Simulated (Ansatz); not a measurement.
## A self-consistent single point of a (110) slab of LaC2 (cut from a parent of space group no. 71; 9 atoms in the cell) with Ansatz

Method: PBEsol, default PAW files made with PBE (plane waves; Ansatz, an electronic-structure program).

Input:

Ansatz 0.2 input:
```yaml
# LaC2
crystal:
  lattice:
    - [4.175100, 0.000000, 0.000000]
    - [-4.783362, 4.130554, 0.000000]
    - [0.000000, 0.000000, 21.024793]
  atoms:
    - { symbol: C, position: [1.000000, 0.212537, 0.332940] }
    - { symbol: C, position: [1.000000, 0.371701, 0.372223] }
    - { symbol: C, position: [0.000000, 0.809910, 0.480362] }
    - { symbol: C, position: [0.000000, 0.969074, 0.519638] }
    - { symbol: C, position: [1.000000, 0.407283, 0.627783] }
    - { symbol: C, position: [0.000000, 0.566448, 0.667060] }
    - { symbol: La, position: [0.000000, 0.792119, 0.352579] }
    - { symbol: La, position: [1.000000, 0.389492, 0.500000] }
    - { symbol: La, position: [1.000000, 0.986865, 0.647421] }
basis:
  ecutwfc: 30.9 Ry
kpoints:
  mp_grid: { grid: [8, 8, 1] }
hamiltonian:
  xc: pbesol
  pseudopotentials: { kind: paw }
scf:
  occupations: { method: gaussian, width: 0.0073 Ry }
output:
  forces: true
  eigenvalues: true
  stress: true
```

The program printed (abridged):

```
WARN the atoms were moved onto the symmetric positions of the space group found under crystal.symmetry.tolerance 1.0e-5 (fractional …
WARN ansatz: RAYON_NUM_THREADS=1 ignored (pool sized by the plan → 1); use --threads N
Pseudopotentials: kind: paw
Pseudopotential: C, paw, valence charge 4
Pseudopotential: La, paw, valence charge 11
Crystal: 9 atoms, lattice volume = 362.583 Å³
Basis set: ecut = 420.4159175005146 eV, 7041 PW (Γ), exchange–correlation on 60×90×288 points (8 copies of the dense FFT grid, shifted against one another)
Bands: 38, of which v1, the nominal top of the filled ones, is band 29 counted from 1 (28 counted from 0)
Symmetry: 4 space group operations
Space group: C2/m (ITA 12), of the structure as read, at distance tolerance 7.1e-5 Å
k-points: 21 of 64
PAW frozen core: C, regenerated for the run's functional, and the local potential with it
PAW frozen core: La, regenerated for the run's functional, and the local potential with it
Initial density: superposition of atomic densities (neutral atoms: chi_scale 0, normalization atom), corrected by the library's trained network
Initial wavefunctions: pseudopotential atomic-orbital guess
Eigensolver: davidson
Functional: x = pbesol(κ = 0.804, μ = 0.12345679012345678), c = pbesol(β = 0.046)
SCF iter   1: F=—  HF=-19962.919365 eV  |F-HF|=—  |Δ(HF+E_count)|=         —  Δρ=4.47e-3  dr2=2.61e-1  ethr=1.77e-3  ⟨swp⟩=7.7  Hψ=4084  notcnv=0
all-band conjugate gradients solve this SCF's bands
preconditioner: auto → LDOS
SCF iter   2: F=—  HF=-19962.889413 eV  |F-HF|=—  |Δ(HF+E_count)|=   3.00e-2  Δρ=2.38e-3  dr2=2.38e-2  ethr=4.57e-4  ⟨swp⟩=4.2  Hψ=1675  notcnv=0  defer=73
SCF iter   3: F=—  HF=-19962.886023 eV  |F-HF|=—  |Δ(HF+E_count)|=   3.39e-3  Δρ=7.72e-4  dr2=5.77e-3  ethr=4.17e-5  ⟨swp⟩=2.1  Hψ=1390  notcnv=0  defer=73
SCF iter   4: F=—  HF=-19962.885084 eV  |F-HF|=—  |Δ(HF+E_count)|=   9.39e-4  Δρ=2.72e-4  dr2=5.10e-4  ethr=1.01e-5  ⟨swp⟩=2.1  Hψ=1273  notcnv=0  defer=73
SCF iter   5: F=—  HF=-19962.884983 eV  |F-HF|=—  |Δ(HF+E_count)|=   1.01e-4  Δρ=5.03e-5  dr2=2.74e-5  ethr=8.94e-7  ⟨swp⟩=2.0  Hψ=1131  notcnv=0  defer=73
SCF iter   6: F=—  HF=-19962.885052 eV  |F-HF|=—  |Δ(HF+E_count)|=   6.96e-5  Δρ=1.17e-5  dr2=5.69e-7  ethr=4.80e-8  ⟨swp⟩=2.1  Hψ=1338  notcnv=0  defer=73
SCF iter   7: F=-19962.885052 eV  HF=-19962.885052 eV  |F-HF|=2.07e-8  |Δ(HF+E_count)|=   4.95e-8  Δρ=2.64e-6  dr2=3.89e-8  ethr=1.75e-10  ⟨swp⟩=21.0  Hψ=5505  notcnv=0
SCF 1 converged in 7 iterations: F = -19962.885052 eV  dr2 = 3.89e-8
SCF converged after 7 iterations
Free energy (F): -19962.885052 eV
Harris-Foulkes:  -19962.885052 eV  (|F-HF|=2.07e-8)
Internal energy: -19962.870909 eV  (E = F + TS)
E sigma→0 (E₀):  -19962.877981 eV
Entropy (-TS):   -0.014143 eV (-1.571 meV/atom)
Fermi energy:    3.160056 eV
--- Per-component energies (eV) ---
  E_band       = -515.428727
  E_kinetic    = 1084.078683
  E_local      = -21298.422511  (includes V_loc(G=0)·N_el)
  E_nonlocal   = 460.378675
  E_hartree    = 10129.067604
  E_xc         = -691.875603
  E_vxc        = -784.964739  (∫ρ·V_xc dr)
  E_paw        = -16557.414676  (= ΣΔE_a)
  E_vpaw       = -234.627789  (= ΣTr[D̂ρ^β])
  E_aug_tail   = 0.000041  (compensation charges beyond the density's cutoff)
  E_ewald      = 6910.681747
  E_core_change = 0.635131  (= ΣΔE_core)
  E_smearing   = -0.014143  (= −TS)
  E_closure    = 0.000000  (closes the sum)
  Σ components = -19962.885052   (vs F -19962.885052, Δ=0.00e0)
--- Forces (eV/Å), atoms counted from 1 ---
  atom   1  C      0.08483060    -0.07325337     0.50221692
  atom   2  C     -0.00289815     0.00250262    -0.56484157
  atom   3  C     -0.01904949     0.01644972    -0.54588582
  atom   4  C      0.01904949    -0.01644972     0.54588582
  atom   5  C      0.00289815    -0.00250262     0.56484157
  atom   6  C     -0.08483060     0.07325337    -0.50221692
  atom   7  La    -0.11909533     0.10284183     0.86239761
  atom   8  La     0.00000000     0.00000000     0.00000000
  atom   9  La     0.11909533    -0.10284183    -0.86239761
  max |Σ_I F_I| component: 1.39e-17 eV/Å
--- Stress (GPa, compression-positive) ---
       -3.155313      -0.197022       0.076722
       -0.197022      -3.213340      -0.066251
        0.076722      -0.066251      -2.381036
  P = ⅓ Tr σ = -2.9166 GPa (-29.166 kbar)
  The stress holds the Pulay correction. Without it, at fixed plane waves, as pw.x and ABINIT print it: P = -2.9999 GPa
--- Band table (eV; the first three rows and the last of 21) ---
  k-point 0: bands = ["-29.9848", "-29.9833", "-29.4787", "-14.0129", "-13.9561", "-13.5799", "-13.5675", "-13.5642", "-13.5392", "-13.3484", "-13.1335", "-13.1271", "-11.5123", "-11.4608", "-11.3323", "-2.7806", "-2.7641", "-2.2495", "-1.2896", [...]
  k-point 1: bands = ["-29.9813", "-29.9800", "-29.4754", "-14.0121", "-13.9731", "-13.7440", "-13.7159", "-13.5595", "-13.5441", "-13.3079", "-13.2654", "-13.1263", "-11.3167", "-11.2898", "-11.1803", "-2.9729", "-2.8506", "-2.4486", "-1.3919", [...]
  k-point 2: bands = ["-29.9728", "-29.9719", "-29.4673", "-14.1031", "-14.0799", "-14.0030", "-13.9034", "-13.5473", "-13.5418", "-13.4957", "-13.2651", "-13.1215", "-10.9454", "-10.9200", "-10.8526", "-3.3127", "-3.1281", "-2.8404", "-1.6922", [...]
  k-point 20: bands = ["-29.9404", "-29.9404", "-29.4349", "-13.9912", "-13.9624", "-13.8879", "-13.8642", "-13.8568", "-13.8294", "-13.5063", "-13.3930", "-13.3503", "-11.4728", "-11.4406", "-11.3044", "-2.7301", "-2.7001", "-2.2596", "-0.9511", [...]
```

The run converged in 7 iterations.

The starting cell comes from a database of computed structures (which also holds hypothetical and non-ambient phases and stackings), without a prior relaxation at this level. The slab is cut from that crystal, and its faces are unrelaxed. Its lattice was rescaled by up to half a per cent. Spin polarisation is off, though cut faces can carry moments; the slab shows no gap.
